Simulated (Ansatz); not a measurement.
Here is the system:

```xyz
4
Lattice="3.8160 0.0000 0.0000 0.0000 3.8160 0.0000 0.0000 0.0000 3.8160" Properties=species:S:1:pos:R:3 pbc="T T T"
Li     0.0000     0.0000     0.0000
Pd     0.0000     1.9080     1.9080
Pd     1.9080     0.0000     1.9080
Pd     1.9080     1.9080     0.0000
```

All values below come from PBEsol, DFPT electron-phonon coupling, linearised Boltzmann equation (plane waves, PAW, scalar-relativistic; Ansatz, a program for electronic structure). Cell: relaxed with this functional, without spin-orbit coupling.

Predict the intrinsic resistivity at 300 K.

12.3 μΩ·cm.

And the electrons' mean free path at that temperature?

9.2 nm, weighted by the current that each state carries. Wires not much wider than this gain resistivity from their walls.

A metal at this level (no band gap). Only scattering by harmonic phonons is included (no impurities, grain boundaries, electron-electron scattering or thermal expansion). Spin-orbit coupling is left out. The run warned that the eigensolver left some states short of its tolerance. Halving the electron mesh (24x24x24) moves the resistivity by up to 3 % at 300 K, the mean free path by up to 4 %. Smearing 0.20 eV; phonons on a 4x4x4 q mesh, which this run doesn't test.

Computed structure with no diffraction record at hand here (it may be known, metastable or hypothetical): LiPd3 (Pm-3m).
